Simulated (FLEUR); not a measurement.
Band structure of TiGa5Co (P4/mmm, 7 atoms in the cell).

```
TiGa5Co
1.0
    4.02856     0.00000     0.00000
    0.00000     4.02856     0.00000
    0.00000     0.00000     6.44181
Ti Ga Co
1 5 1
Cartesian
  0.00000   0.00000   0.00000
  0.00000   2.01428   1.91979
  0.00000   2.01428   4.52202
  2.01428   0.00000   1.91979
  2.01428   0.00000   4.52202
  2.01428   2.01428   0.00000
  0.00000   0.00000   3.22091
```

Method: LDA (Vosko-Wilk-Nusair), all-electron FLAPW (FLEUR), scalar-relativistic valence in FLEUR.

Settings: Kmax = 3.8 1/bohr; GmaxXC = 13.3 1/bohr; xcFunctional = vwn; jspins = 1; l_soc = F; mode = hist; fermiSmearingEnergy = 0.00367493 Htr; mesh (inpgen div1-3) = 5 5 3; inpgen gamma flag = false; Gmax = 13.3 1/bohr; numbands = 0; maxIterBroyd = 25; imix = Anderson; alpha = 0.05.

The starting cell comes from a database of computed structures (which also holds hypothetical and non-ambient phases and stackings), without a prior relaxation at this level. Spin polarisation is off. Values depend on the basis (sphere radii, cutoffs, local orbitals), which need not be converged.

These are the values that this program gave, and no reference: the default basis lacks the next d shell.

Levels in eV from the Fermi level, bands 43 to 50:
```tsv
point	43	44	45	46	47	48	49	50
Γ	-1.48	-0.25	-0.10	-0.10	0.40	0.77	1.65	1.74
X	-1.56	-1.37	0.13	0.16	0.64	1.00	1.00	1.12
M	-3.03	-1.79	-1.47	-1.20	-1.20	0.22	0.80	1.00
Z	-1.48	-1.10	-0.29	-0.29	0.40	0.50	1.43	1.43
R	-1.88	-1.62	-1.18	0.50	0.51	0.62	0.95	2.23
A	-1.78	-1.45	-1.45	-1.43	-1.07	0.61	0.78	0.96
```
